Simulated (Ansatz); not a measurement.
A calculation on Ti3Al (P6₃/mmc, No. 194) returned lattice constant a 5.748 Å, lattice parameter c 4.632 Å, cohesive energy 4.71 eV/atom.

Problem. Which level of theory produced these numbers?
(A) PBEsol (Ansatz, a quantum-chemistry and plane-wave program)
(B) r²SCAN (Ansatz)
(C) r²SCAN+rVV10 (Ansatz)
(D) PBE (Ansatz)

Solution. B, r²SCAN (Ansatz)

The others give: PBE 5.755 Å, 4.654 Å, 5.10 eV/atom; PBEsol 5.687 Å, 4.607 Å, 5.61 eV/atom; r²SCAN+rVV10 5.735 Å, 4.622 Å, 4.92 eV/atom.

Unless a cell is named, each level is at its own relaxed cell (PBE 16.69, PBEsol 16.13, r²SCAN 16.57, r²SCAN+rVV10 16.45 Å³/atom).

The crystal itself was run without spin with PBE, PBEsol, r²SCAN+rVV10, r²SCAN; a magnetic state was not tried in these runs.

Ansatz's density-functional and Hartree–Fock values are scalar-relativistic unless marked +SOC, with PAW data made under PBE.
